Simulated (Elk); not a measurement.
Band structure of La (P6_3/mmc, 4 atoms in the cell).

```
CELL_PARAMETERS angstrom
      1.88500    -3.26492     0.00000
      1.88500     3.26492     0.00000
      0.00000     0.00000    12.16000
ATOMIC_POSITIONS crystal
  La 0.00000 0.00000 0.50000
  La 0.00000 0.00000 0.00000
  La 0.33333 0.66667 0.25000
  La 0.66667 0.33333 0.75000
```

Computed with PBE, all-electron FP-LAPW, Elk's shipped species files, APW+lo basis with extra local orbitals (Elk).

Settings: xctype = 20; rgkmax = 7.5; stype = 3; swidth = 0.00367493 Ha; ngridk = 7 7 2; gmaxvr = 16 1/bohr; nxlo = 2; lorbcnd = true; lmaxi = 3.

The starting cell has typed, rounded lattice constants, without a prior relaxation at this level. Values depend on the basis (sphere radii, cutoffs, local orbitals), which need not be converged.

Levels in eV from the Fermi level, bands 19 to 26:
| point | 19 | 20 | 21 | 22 | 23 | 24 | 25 | 26 |
|---|---|---|---|---|---|---|---|---|
| Γ | -1.88 | -1.74 | 0.51 | 0.63 | 1.26 | 1.26 | 1.26 | 1.30 |
| M | -1.52 | -1.05 | -0.65 | -0.28 | -0.18 | 0.44 | 0.93 | 1.20 |
| K | -0.64 | -0.49 | -0.49 | 0.04 | 0.20 | 0.20 | 0.85 | 0.94 |
| A | -1.67 | -1.67 | 0.80 | 0.80 | 1.23 | 1.23 | 1.32 | 1.32 |
| L | -1.38 | -1.38 | -1.04 | -1.04 | 0.65 | 0.65 | 1.26 | 1.26 |
| H | -0.35 | -0.35 | 0.00 | 0.00 | 0.00 | 0.00 | 0.88 | 0.88 |

Bands cross the Fermi level along this path, so the cell is metallic at this level.
